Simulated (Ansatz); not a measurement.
Consider Mo in the bcc (W type) structure (space group Im-3m, No. 229; a = 3.1296 Å).

All numbers come from Ansatz (a program for electronic structure), PBEsol, PAW, cutoff 420 eV, no spin-orbit coupling.

Base values:

```
Item                   Value
-------------------  -------
Lattice parameter a  3.130 Å
```

One thing is altered: cell and atoms relaxed at a pressure of 15 GPa.

Task: How does this affect the lattice parameter a?

Result: The lattice parameter a drops by 0.050 Å (3.130 Å → 3.080 Å).

Load acts through the strain it causes; cell and atoms are relaxed under it. Whether these cells are dynamically stable was not tested. No other phases were tried under pressure. All final runs are without spin polarisation.
